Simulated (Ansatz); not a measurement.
# Effect of isotropic strain +3.00 % on Ti

Consider Ti in the hcp (Mg type) structure (space group P6_3/mmc, No. 194; a = 2.936 Å, c = 4.640 Å; relaxed with 0.1 eV smearing).

Perturbation: the cell is scaled by 1.0300 in all directions; the atoms relax in the strained cell.

The values are results of r2SCAN/PAW in Ansatz (a program for electronic structure), scalar-relativistic without spin-orbit coupling, not measurements. Γ-centred 23×23×13 mesh, Fermi–Dirac width 0.1 eV.

```tsv
quantity	base	changed	shift
shortest interatomic distance	287.4 pm	296.0 pm	+8.6 pm
energy relative to the base (free energy F)	0 meV/atom	+47 meV/atom	+47 meV/atom
pressure (mean of the normal stresses, compression positive)	0.0 GPa	-8.9 GPa	-8.85 GPa
band gap	zero	zero	–
```

Stability against distortions was not tested. The final runs are not spin-polarised.
